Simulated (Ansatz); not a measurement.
# A computed series for TiC: element substitutions

Base system: TiC in the rock salt structure (space group Fm-3m, No. 225; a = 4.3327 Å).

Each row replaces one element on all its sites; cell and atoms are relaxed.

Levels (all Ansatz, a first-principles code, PAW, earlier PAW set): PBE (420 eV, without spin-orbit coupling); r2SCAN (500 eV, no spin-orbit coupling).

The base cell above is that of PBE; each level relaxes its own structures.

| case | volume per atom, PBE | volume per atom, r2SCAN |
|---|---|---|
| C → Pb | 23.39 Å³ | 22.99 Å³ |
| Ti → Hf | 12.58 Å³ | 12.49 Å³ |
| C → Ge | 17.51 Å³ | 17.32 Å³ |

PBE lies above r2SCAN in every row, by 0.09 Å³ to 0.40 Å³. They put the cases in the same order.

Whether these cells are dynamically stable was not tested. As relaxed here, TiPb and TiGe are hypothetical phases, not in the database extracts checked. The final runs are not spin-polarised.
